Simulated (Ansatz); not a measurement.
```
CELL_PARAMETERS angstrom
      0.00000     2.29663     2.32030
      2.32030     0.00000     2.32030
      2.32030     2.29663     0.00000
ATOMIC_POSITIONS crystal
  C  0.00000 0.00000 0.00000
  Hf 0.50000 0.50000 0.50000
```

No spin polarisation.

All numbers come from r2SCAN in Ansatz (plane waves to 500 eV, PAW, no SOC). k-mesh 21×21×21 (Γ-centred); smearing 0.1 eV (Fermi–Dirac).

What is the computed band gap?

Zero.

Predict the pressure (mean of the normal stresses, compression positive).

2.6 GPa.

The cells carry an imposed strain or load. Stability against distortions was not tested. All final runs are without spin polarisation. The cell was made from HfC in the rock salt structure (space group Fm-3m, No. 225) by this change: uniaxial strain ε_yy = −1.02 %.

Ansatz is a quantum-chemistry and plane-wave program.
